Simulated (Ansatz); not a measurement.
System: interstitial Sc in wurtzite AlN (charge state +3). The step: the atom that moves is a host Al, not the extra one; the atom moves 0.72 Å along (0.01, -0.02, 0.14) of the unit cell; the moving atom starts with neighbours N at 1.79, N at 1.88, N at 1.90, N at 2.05 Å and ends with N at 1.79, N at 1.90, N at 1.97, N at 2.05 Å. DFT values are from Ansatz (plane-wave PAW, 420 eV unless said) in a cell of 72 host sites, spin-restricted, static, with no finite-size correction. The charge state is imposed; whether it is stable for some Fermi level was not computed. Sites that were not tried may lie lower. The start lies 0.10 eV above the lowest site run (PBE). For the PBE band: the saddle point's order was not checked.

```json
[
 {"Level": "CHGNet universal potential (has no charge state), its own band", "Forward barrier (eV)": "0.04", "Cost of the band or of the saddle's single point": "-"},
 {"Level": "PBE, a 2×2×2 k-point mesh shifted by half a step along c, band relaxed", "Forward barrier (eV)": "0.05", "Cost of the band or of the saddle's single point": "around 28 core-minutes (rough)"},
 {"Level": "r2SCAN at 500 eV, a 2×2×2 k-point mesh shifted by half a step along c, same geometries", "Forward barrier (eV)": "0.08", "Cost of the band or of the saddle's single point": "around 2.6 core-minutes (rough)"}
]
```

Ansatz is an electronic-structure program.
